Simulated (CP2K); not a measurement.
Worked example: self-consistent single point of ScF3 (P1, 4 atoms in the cell) in CP2K.

Method of the run: LDA (Pade form), GPW, DZVP-MOLOPT-SR-GTH basis, GTH-PADE potentials (GTH_POTENTIALS) in CP2K.

The change in words: atoms moved at random. Reference geometry:
```
ScF3
1.0
    3.82552     0.00000     0.00000
   -1.10100     3.66365     0.00000
   -1.00801    -1.35547     3.65522
Sc F
1 3
Direct
  0.01114   0.98886   0.00000
  0.45904   0.90322   0.85177
  0.09678   0.54096   0.14823
  0.93304   0.06696   0.50000
```

Reference input (self-consistent single point, DFT LDA (Pade form), GPW, DZVP-MOLOPT-SR-GTH basis, GTH-PADE potentials (GTH_POTENTIALS)): CUTOFF = 600 Ry; REL_CUTOFF = 60 Ry; KPOINTS/SCHEME = MONKHORST-PACK 8 8 7; GAMMA_CENTERED = T; XC_FUNCTIONAL = PADE; Sc/BASIS_SET = DZVP-MOLOPT-SR-GTH; Sc/POTENTIAL = GTH-PADE-q11; F/BASIS_SET = DZVP-MOLOPT-SR-GTH; F/POTENTIAL = GTH-PADE-q7; METHOD = GPW; EPS_DEFAULT = 1e-10; NGRIDS = 5. This run's input differs from it in these lines:

```diff
@@ -65,6 +65,6 @@
     &COORD
-      Sc      -1.04611665     3.62284188     0.00000000
-      F       -0.09697254     2.15453608     3.11340929
-      F       -0.37478001     1.78096919     0.54181371
-      F        2.99163019    -0.43241766     1.82761150
+      Sc      -1.07641713     3.61216964     0.02583512
+      F       -0.11948222     2.22182646     3.07101602
+      F       -0.33600066     1.72452755     0.51027644
+      F        3.00566101    -0.43259414     1.87570692
     &END COORD
```

The program printed (abridged):

```
 SCF WAVEFUNCTION OPTIMIZATION

  Step     Update method      Time    Convergence         Total energy    Change
     1 NoMix/Diag. 0.30E+00      -     1.87723081      -119.5508512816 -1.20E+02
     2 Broy./Diag. 0.30E+00      -     0.06801537      -116.8253063217  2.73E+00
     3 Broy./Diag. 0.30E+00      -     0.03072616      -119.3311844980 -2.51E+00
     4 Broy./Diag. 0.30E+00      -     0.01095280      -119.6075526208 -2.76E-01
     5 Broy./Diag. 0.30E+00      -     0.00819704      -119.3831348947  2.24E-01
     6 Broy./Diag. 0.30E+00      -     0.00363056      -119.5900296307 -2.07E-01
   [... 2 lines left out ...]
     9 Broy./Diag. 0.30E+00      -     0.00007131      -119.5686527681 -1.03E-03
    10 Broy./Diag. 0.30E+00      -     0.00001664      -119.5688868823 -2.34E-04
    11 Broy./Diag. 0.30E+00      -     0.00000366      -119.5688395283  4.74E-05
    12 Broy./Diag. 0.30E+00      -     0.00000098      -119.5688364532  3.08E-06
  *** SCF run converged in    12 steps ***

  Overlap energy of the core charge distribution:               0.00000000000003
  Self energy of the core charge distribution:               -278.42155181615948
  Core Hamiltonian energy:                                     75.45018417658738
  Hartree energy:                                             103.23489175356153
  Exchange-correlation energy:                                -19.83236056722109

  Total energy:                                              -119.56883645323165

 ENERGY| Total FORCE_EVAL ( QS ) energy [hartree]           -119.568831391022073

 FORCES| Atomic forces [hartree/bohr]
 FORCES|   Atom     x               y               z               |f|
 FORCES|      1  2.56653146E-03 -1.43288071E-02 -4.66151815E-03   1.52850106E-02
   [... lines left out ...]

 STRESS| Analytical stress tensor [bar]
 STRESS|                        x                   y                   z
 STRESS|      x       -1.73350952328E+04   2.66378412349E+04   3.36666955732E+04
 STRESS|      y        2.66378412349E+04   4.84423865643E+04   5.15040959239E+04
 STRESS|      z        3.36666955732E+04   5.15040959239E+04  -7.90636452509E+03
 STRESS| 1/3 Trace                                             7.73364226879E+03
```

The run converged in 12 iterations. Against the reference run the free energy goes up by 18.0 meV/atom, the pressure goes from -0.36 to 0.77 GPa, the largest force goes from 0.100 to 1.123 eV/Å and the gap on the mesh goes from 5.196 to 5.256 eV.

The starting cell comes from a database of computed structures (which also holds hypothetical and non-ambient phases and stackings), without a prior relaxation at this level. Its lattice was rescaled by a random factor within 2.5 % of one. For this run, on top of that: atoms moved at random. Values carry the incompleteness of an atom-centred basis. Forces in this geometry exceed 1 eV/Å.

Cost on one core of a shared machine: roughly 30 s.
